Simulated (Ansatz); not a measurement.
Take HfO2 in the fluorite structure (space group Fm-3m, No. 225; a = 5.059 Å) as the base. Axes: x, y, z lie along the cube axes.

Perturbation: tensile biaxial strain of 0.28 % in the plane normal to [001], as in epitaxy on a mismatched substrate; the out-of-plane cell vector and the atoms relax.

Level of theory: r2SCAN in Ansatz (plane waves to 500 eV, PAW, no spin-orbit coupling), earlier PAW set.

Problem. Give the band edges at the high-symmetry points of the new zone, measured from its valence-band maximum.

Solution. 
```csv
point,valence edge (eV),conduction edge (eV)
Γ,-0.64,4.36
X,-0.04,4.26
P,-0.27,5.28
N,-1.92,5.07
M,0.00,4.26
S,-0.34,4.76
S₀,-0.34,4.76
R,-0.24,5.24
G,-0.24,5.24
```

The gap is 4.26 eV, direct at M.

With Hf present, leaving out spin-orbit coupling can change the band edges. Whether these cells are dynamically stable was not tested. This is not the structure that HfO2 has at room temperature and ambient pressure. k-point labels follow each cell's own Brillouin zone.

Ansatz is a first-principles code.
